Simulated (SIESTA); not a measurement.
Input and output of a self-consistent single point for MgZn4O5 (P3m1, 20 atoms in the cell) (SIESTA).

Level of theory: GGA PBEsol, numerical atomic orbitals DZP, PseudoDojo PBEsol standard norm-conserving potentials (rewritten from UPF to PSML) in SIESTA.

```
MgZn4O5
1.0
    3.27322     0.00000     0.00000
   -1.63661     2.83469     0.00000
    0.00000     0.00000    26.10783
Mg Zn O
2 8 10
Direct
  0.33333   0.66667   0.27635
  0.33333   0.66667   0.07759
  0.00000   0.00000   0.97693
  0.00000   0.00000   0.77630
  0.00000   0.00000   0.57564
  0.00000   0.00000   0.37486
  0.00000   0.00000   0.17574
  0.33333   0.66667   0.87671
  0.33333   0.66667   0.67598
  0.33333   0.66667   0.47530
  0.00000   0.00000   0.90042
  0.00000   0.00000   0.69969
  0.00000   0.00000   0.49901
  0.00000   0.00000   0.29840
  0.00000   0.00000   0.09952
  0.33333   0.66667   0.80005
  0.33333   0.66667   0.59935
  0.33333   0.66667   0.39865
  0.33333   0.66667   0.20009
  0.33333   0.66667   0.00129
```

Reference input (self-consistent single point, DFT, GGA PBEsol, numerical atomic orbitals DZP, PseudoDojo PBEsol standard norm-conserving potentials (rewritten from UPF to PSML)): XC.functional = GGA; XC.authors = PBEsol; potentials = PseudoDojo PBEsol standard; PAO.BasisSize = DZP; PAO.EnergyShift = 0.005 Ry; MeshCutoff = 300 Ry; kgrid.MonkhorstPack = 8 8 1; OccupationFunction = FD; ElectronicTemperature = 10 meV; MaxSCFIterations = 150; SCF.Mixer.Method = Pulay; SCF.Mixer.Weight = 0.1. This run's input differs from it in these lines:

```diff
@@ -45,3 +45,3 @@
 PAO.EnergyShift              0.005 Ry
-MeshCutoff                   300 Ry
+MeshCutoff                   450 Ry
 %block kgrid.MonkhorstPack
```

Log, with long lists cut:

```
        iscf     Eharris(eV)        E_KS(eV)     FreeEng(eV)     dDmax    Ef(eV) dHmax(eV)
   scf:    1   -52741.714907   -53034.342012   -53034.347058  1.614266 -1.498423 61.120392
   scf:    2   -49681.128061   -52039.018941   -52039.022265  2.675941 -0.535183337.415126
   scf:    3   -53203.146839   -53154.685557   -53154.686054  2.770786 -2.751893 19.620708
   scf:    4   -53203.019674   -53181.941668   -53181.941669  0.292076 -3.392969 10.386946
   scf:    5   -53194.844062   -53190.088050   -53190.088050  0.179725 -3.377291  6.328978
   [... 15 lines left out ...]
   scf:   21   -53191.061539   -53191.061539   -53191.061539  0.000026 -3.708717  0.000557
   scf:   22   -53191.061539   -53191.061539   -53191.061539  0.000018 -3.708691  0.000548
   scf:   23   -53191.061539   -53191.061539   -53191.061539  0.000016 -3.708655  0.000288
   scf:   24   -53191.061539   -53191.061539   -53191.061539  0.000005 -3.708639  0.000185
SCF Convergence by DM+H criterion
max |DM_out - DM_in|         :     0.0000049755
max |H_out - H_in|      (eV) :     0.0001854741
SCF cycle converged after 24 iterations

Using DM_out to compute the final energy and forces

siesta: E_KS(eV) =           -53191.0615

siesta: E_KS - E_eggbox =    -53191.0615

siesta: Atomic forces (eV/Ang):
     1    0.000048   -0.000027    0.101730
     2    0.000049   -0.000028    0.095732
     3    0.000133   -0.000077   -0.022010
   [... 17 lines left out ...]
   Tot    0.000013   -0.000007   -0.000850
   Max    0.162419
   Res    0.041499    sqrt( Sum f_i^2 / 3N )
   Max    0.162419    constrained

Stress tensor Voigt[x,y,z,yz,xz,xy] (kbar):       33.44       33.63       40.47       -0.00        0.00        0.17
(Free)E + p*V (eV/cell)   -53196.4814
Target enthalpy (eV/cell)   -53191.0615

   [... lines left out ...]
siesta: FreeEng =    -53191.061539
   [... lines left out ...]
siesta:     0.020870    0.000104    0.000001
siesta:     0.000104    0.020990   -0.000000
siesta:     0.000001   -0.000000    0.025260

siesta: Cell volume =        242.243211 Ang**3

siesta: Pressure (static):
siesta:                Solid            Molecule  Units
siesta:          -0.00024368         -0.00024036  Ry/Bohr**3
siesta:          -0.02237353         -0.02206861  eV/Ang**3
siesta:         -35.84635146        -35.35781090  kBar
```

The run converged in 24 iterations. Against the reference run the free energy goes up by 4.6 meV/atom, the pressure goes from -3.48 to -3.58 GPa, the largest force moves little (0.167 to 0.162 eV/Å) and the gap on the mesh stays at 1.187 eV.

The starting cell comes from a database of computed structures (which also holds hypothetical and non-ambient phases and stackings), without a prior relaxation at this level. Its lattice was rescaled by a random factor within 2.5 % of one. Values carry the incompleteness of an atom-centred basis.

Cost on one core of a shared machine: roughly 3 min.
